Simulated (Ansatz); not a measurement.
Migration barriers of dopant-vacancy pairs in metallic hosts: PBE bands (Ansatz, an electronic-structure program, plane waves to 420 eV, PAW, climbing-image NEB) beside the CHGNet universal potential on its own band (it has no charge state). Forward barriers of single hops from the lowest site run, static nuclei, no finite-size correction. The rows are a random draw from the bands that converged and passed our checks of state and shape. Saddle orders were checked for a part of the study's bands only and are not shown. Vacancies start on their lattice site; split forms were not set up. Spin-orbit coupling is left out.

```csv
Defect,Route,"Hop (Å), direction in the unit cell","End over start, densest mesh run (eV)",Cell and PBE mesh,CHGNet k-points,PBE (eV)
"Mo-vacancy pair (Mo on Cu, Cu vacant) in fcc Cu, charge 0",a nearby Cu jumps into the vacancy (Mo-vacancy distance between ideal sites 2.57 → 3.63 Å),"2.47 along (0.00, -0.48, 0.49)",0.00,"32 sites, 2×2×2 shifted",none,0.54
"Ti-vacancy pair (Ti on Nb, Nb vacant) in bcc Nb, charge 0",Ti changes places with the vacancy (Ti-vacancy distance between ideal sites 2.87 Å throughout),"2.52 along (0.43, 0.43, 0.46)",0.00,"36 sites, 2×2×3 shifted",none,0.40
"Ru-vacancy pair (Ru on Al, Al vacant) in fcc Al, charge 0",a nearby Al jumps into the vacancy (Ru-vacancy distance between ideal sites 2.86 Å throughout),"2.49 along (-0.44, 0.44, 0.00)",0.00,"32 sites, 3×3×3 shifted",none,0.31
"Ru-vacancy pair (Ru on Ag, Ag vacant) in fcc Ag, charge 0",a nearby Ag jumps into the vacancy (Ru-vacancy distance between ideal sites 2.93 Å throughout),"2.76 along (-0.47, 0.47, 0.00)",0.00,"32 sites, 2×2×2 shifted",none,0.47
"V-vacancy pair (V on Mo, Mo vacant) in bcc Mo, charge 0",V changes places with the vacancy (V-vacancy distance between ideal sites 2.74 Å throughout),"2.74 along (0.50, 0.50, 0.50)",0.00,"36 sites, 2×2×3 shifted",none,1.21
"In-vacancy pair (In on W, W vacant) in bcc W, charge 0",In changes places with the vacancy (In-vacancy distance between ideal sites 2.76 Å throughout),"2.10 along (0.38, 0.38, 0.38)",0.00,"36 sites, 2×2×3 shifted",none,0.45
"Os-vacancy pair (Os on Al, Al vacant) in fcc Al, charge 0",Os changes places with the vacancy (Os-vacancy distance between ideal sites 2.86 Å throughout),"3.24 along (0.00, 0.57, 0.57)",0.00,"32 sites, 3×3×3 shifted",none,2.11
"Ru-vacancy pair (Ru on Mo, Mo vacant) in bcc Mo, charge 0",a nearby Mo jumps into the vacancy (Ru-vacancy distance between ideal sites 2.74 → 3.16 Å),"2.70 along (0.50, 0.50, -0.49)",0.03,"36 sites, 2×2×3 shifted",none,1.03
```

Task: What does CHGNet give for each row, and how does it differ from PBE over these rows?

Result: In the order of the rows: 0.47, 0.40, 0.12, 0.36, 0.70, 0.39, 0.80, 0.50 eV. Against PBE it lies higher in 0 of 8 rows and lower in 6 (differences over 0.07 eV). The mean difference is -0.35 eV (median -0.15) and the mean size 0.35 eV; the largest, -1.31 eV, is in row 7.
